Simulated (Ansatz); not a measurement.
The starting structures come from a database of crystals and need not be the phases stable at ambient conditions.

**Evanescent states of K₂LiAlF₆ (Fm-3m, not sure to be the ambient phase, 10 atoms a cell, 12.7 Å³ an atom, -4 GPa at this level) along the normal of (001)**

Method: r2SCAN (plane waves, PAW; Ansatz, an electronic-structure program).

The gap is the functional's own, uncorrected, and κ follows it; spin-orbit coupling is left out. Mid-gap values are interpolated between the computed energies.

Energies count from the valence-band top; κ is the least over a 6×6 mesh across the current.

```tsv
E (eV)	κ (1/Å)	where
0.19	0.311	Γ
0.57	0.484	Γ
0.95	0.541	Γ
1.33	0.582	Γ
1.71	0.610	Γ
2.09	0.629	Γ
2.47	0.640	Γ
2.85	0.646	Γ
3.23	0.646	Γ
3.61	0.642	Γ
3.99	0.635	Γ
4.37	0.623	Γ
4.75	0.607	Γ
5.13	0.588	Γ
5.51	0.565	Γ
5.89	0.538	Γ
6.27	0.506	Γ
6.65	0.467	Γ
7.03	0.422	Γ
7.41	0.366	Γ
7.79	0.293	Γ
8.17	0.186	Γ
```

Question: How thick must the barrier be to attenuate the transmission by 10^4 when the electrodes' Fermi level lies at 3.61 eV, and what attenuation does that film give at 5.13 eV?

Answer: d = 4 ln 10 / (2 × 0.642) = 7.2 Å. At 5.13 eV it gives 4 × 0.588/0.642 = 3.7 decades.
